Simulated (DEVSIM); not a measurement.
System: Schottky contact on n-type GaN, at 300 K.

Layer 1 from the left is GaN, thickness (μm) 4.70, Nd (cm⁻³) 9.3e15, τn (s) 2.4e-8, τp (s) 2.4e-8.

Left contact: Schottky, work function 5.49 eV, emission velocity 4.2e6 cm/s. Right contact: ohmic. Voltage is applied to the left contact. Recombination: SRH at mid-gap, Auger. Mobility is constant in doping.

This is a model device: material constants are rounded textbook-type values typed into the input, and sizes, dopings and lifetimes were drawn at random. Values at 300 K.

GaN: gap (eV) 3.43, affinity (eV) 4.1, permittivity 9.5, Nc (cm⁻³) 2.3e18, Nv (cm⁻³) 4.6e19, μn (cm²/Vs) 1200, μp (cm²/Vs) 100, Cn (cm⁶/s) 1e-30, Cp (cm⁶/s) 1e-30.

Model (solved in DEVSIM): 1D drift-diffusion, Boltzmann statistics, complete ionisation; no tunnelling, impact ionisation, image-force lowering or self-heating. Metal contacts follow the ideal Schottky-Mott rule: no Fermi-level pinning, no interface dipoles.

Dark forward current:

| |V| (V) | |J| (A/cm²) |
|---|---|
| 0.25 | 1.030e-13 |
| 0.30 | 7.117e-13 |
| 0.35 | 4.915e-12 |
| 0.40 | 3.394e-11 |
| 0.45 | 2.343e-10 |
| 0.50 | 1.617e-9 |
| 0.55 | 1.116e-8 |
| 0.60 | 7.698e-8 |
| 0.65 | 5.308e-7 |
| 0.70 | 3.659e-6 |
| 0.75 | 2.520e-5 |
| 0.80 | 0.0001735 |
| 0.85 | 0.001193 |
| 0.90 | 0.008190 |
| 0.95 | 0.05609 |
| 1.00 | 0.3817 |
| 1.05 | 2.535 |
| 1.10 | 15.02 |
| 1.15 | 62.20 |
| 1.20 | 158.0 |
| 1.25 | 287.4 |
| 1.30 | 435.6 |
| 1.35 | 594.5 |
| 1.40 | 760.2 |
| 1.45 | 930.5 |
| 1.50 | 1104 |

### Question
Work out the local ideality factor n = ΔV / (kT/q · ln(J2/J1)) between the rows 0.25 and 0.30 V, 1.45 and 1.50 V.

### Answer
kT/q = 25.85 mV. From 0.25 to 0.30 V: ln(7.117e-13/1.030e-13) = 1.933, n = 1.00, near the 1 of diffusion or emission over a barrier. From 1.45 to 1.50 V: ln(1104/930.5) = 0.171, n = 11.31; the layers' resistance at their doping, Σ W/(qμN) = 0.00026 Ω cm², would take 46 mV of this step of 50 mV.

### Question
Estimate the current at 0.65 V for emission alone, J0 = q v N_band exp(−φB/kT), and read the barrier back from the simulated current.

### Answer
φB = 1.390 eV, N_band = 2.30e18 cm⁻³, J0 = 6.87e-18 A/cm²; J = J0 (exp(qV/kT) − 1) = 5.72e-7 A/cm². The simulation gives 5.31e-7 A/cm²; the estimate lies 7.7 % above. Read backwards, the simulated current gives an apparent barrier of 1.392 eV. The estimate leaves out transport through the depletion region and minority injection.
